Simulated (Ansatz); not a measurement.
An Ansatz (a first-principles code) run: GeSe with a change (pressure 4.2 GPa); Kohn–Sham DFT with the PBE-D3(BJ) functional, run in Ansatz with PAW and 420 eV plane waves, scalar-relativistic without spin-orbit coupling.

Input:

Ansatz 0.2 input:
```yaml
crystal:
  lattice:
    - [10.8556725228, 0, 0]
    - [0, 3.864000522, 0]
    - [0, 0, 4.3761335678]
  atoms:
    - { symbol: Ge, position: [0.1225151105, 0.25, 0.1096226991] }
    - { symbol: Ge, position: [0.3774848895, 0.75, 0.6096226991] }
    - { symbol: Ge, position: [0.8774848895, 0.75, 0.8903773009] }
    - { symbol: Ge, position: [0.6225151105, 0.25, 0.3903773009] }
    - { symbol: Se, position: [0.8556391505, 0.25, 0.4983995014] }
    - { symbol: Se, position: [0.6443608495, 0.75, 0.9983995014] }
    - { symbol: Se, position: [0.1443608495, 0.75, 0.5016004986] }
    - { symbol: Se, position: [0.3556391505, 0.25, 0.0016004986] }
basis: { ecutwfc: 420, ecutrho_ratio: 4, xc_grid: 2, fft_grid_basis: typed }
kpoints: { mp_grid: { grid: [3, 9, 8] } }
hamiltonian:
  xc: pbe
  dispersion: d3bj
  pseudopotentials: { kind: paw }
scf: { occupations: { method: fermi_dirac, width: 0.05 } }
relax: { f_tol: 0.01, max_steps: 60, cell: { stress_tol: 0.02, p_target: 4.2 } }
output: { forces: true, stress: true }
checkpoint: { write: state.ck, write_every: 1000 }
```

Output (explanatory and most iteration lines left out):

```
Relaxation: its limit of steps is 60 (relax.max_steps)
Pseudopotential: Ge, paw, valence charge 14
Pseudopotential: Se, paw, valence charge 16
Crystal: 8 atoms, lattice volume = 183.563 Å³
Basis set: ecut = 420 eV, 3607 PW (Γ), exchange–correlation on 150×54×60 points (8 copies of the dense FFT grid, shifted against one another)
Bands: 72, of which v1, the nominal top of the filled ones, is band 60 counted from 1 (59 counted from 0)
Symmetry: 8 space group operations
Space group: Pnma (ITA 62), of the structure as read, at distance tolerance 5.7e-5 Å
k-points: 50 of 216
Functional: x = pbe(κ = 0.804, μ = 0.2195149727645171), c = pbe(β = 0.06672455060314922)
SCF iter   1: F=—  HF=-39060.879435 eV  |F-HF|=—  |Δ(HF+E_count)|=         —  Δρ=1.40e-3  dr2=4.47e-3  ethr=1.77e-3  ⟨swp⟩=6.1  Hψ=12625  notcnv=0  defer=12
SCF iter   2: F=—  HF=-39060.877292 eV  |F-HF|=—  |Δ(HF+E_count)|=   2.14e-3  Δρ=7.60e-4  dr2=1.20e-3  ethr=3.73e-6  ⟨swp⟩=2.1  Hψ=6892  notcnv=0  defer=55
SCF 1 converged in 7 iterations: F = -39060.877570 eV  dr2 = 3.18e-8
relax step   1: F+E_penalty+E_count = -39060.87757011 eV  Δ(F+E_penalty+E_count) = +0.000e0 eV  max|allowed force component| = 2.441e-3 eV/Å  Δτ_max = 0.0000 Å  P = +1.796 GPa  Ω = 183.563 Å³  (7 SCF iters, dr2 threshold 1.00e-7 eV, accepted)
[... steps on the carried basis left out ...]
relax step   9: F+E_penalty+E_count = -39060.50365339 eV  Δ(F+E_penalty+E_count) = +2.765e-3 eV  max|allowed force component| = 2.708e-3 eV/Å  Δτ_max = 0.0000 Å  P = +4.198 GPa  Ω = 163.285 Å³  stress off target by 1.36e-2 GPa  SCF on the basis re-selected at this cell (its energy is not comparable with the rows above)  (8 SCF iters)
SCF converged after 8 iterations
Free energy (F): -39060.503653 eV
Internal energy: -39060.501100 eV  (E = F + TS)
E sigma→0 (E₀):  -39060.502377 eV
Entropy (-TS):   -0.002553 eV (-0.319 meV/atom)
Fermi energy:    10.609974 eV
  E_disp       = -3.013557  (pairwise vdW)
--- Forces (eV/Å), atoms counted from 1 ---
  atom   1  Ge     0.00270768     0.00000000     0.00077080
  atom   2  Ge    -0.00270768     0.00000000     0.00077080
  atom   3  Ge    -0.00270768     0.00000000    -0.00077080
  atom   4  Ge     0.00270768     0.00000000    -0.00077080
  atom   5  Se     0.00186613     0.00000000     0.00078325
  atom   6  Se    -0.00186613     0.00000000     0.00078325
  atom   7  Se    -0.00186613     0.00000000    -0.00078325
  atom   8  Se     0.00186613     0.00000000    -0.00078325
--- Stress (GPa, compression-positive) ---
        4.186443      -0.000000      -0.000000
       -0.000000       4.204570      -0.000000
       -0.000000      -0.000000       4.203363
  P = ⅓ Tr σ = 4.1981 GPa (41.981 kbar)
--- Relaxed structure (8 steps of the walk, 8 accepted, 1 SCFs on fresh bases) ---
  cell:  # Å, volume = 163.2852 Å³
    - [10.465075516415382, 4.7088229628457175e-32, 2.0601100462450013e-32]
    - [1.6760725186050872e-32, 3.810409366213815, -1.6764354428016262e-17]
    - [8.304705864883112e-33, -1.8986295094226834e-17, 4.0948009873675355]
  atoms:
    - { symbol: Ge, position: [0.11443605815756007, 0.25, 0.09199412909099332] }
    - { symbol: Ge, position: [0.3855639418424398, 0.75, 0.5919941290909934] }
    - { symbol: Ge, position: [0.8855639418424397, 0.75, 0.9080058709090069] }
    - { symbol: Ge, position: [0.61443605815756, 0.25, 0.4080058709090067] }
    - { symbol: Se, position: [0.8569748889087475, 0.25, 0.49121425183510903] }
    - { symbol: Se, position: [0.6430251110912525, 0.75, 0.9912142518351091] }
    - { symbol: Se, position: [0.14302511109125238, 0.75, 0.5087857481648912] }
    - { symbol: Se, position: [0.35697488890874757, 0.25, 0.008785748164891081] }
```

Load acts through the strain it causes; cell and atoms are relaxed under it. No phonon test of stability was made. All final runs are without spin polarisation. The cell was made from GeSe in the GeS type structure (space group Pnma, No. 62; layered, stacked along the Cartesian x axis) by this change: pressure 4.2 GPa. The program warned that a D3 coordination switch lies within reach, so dispersion energies are less smooth here.
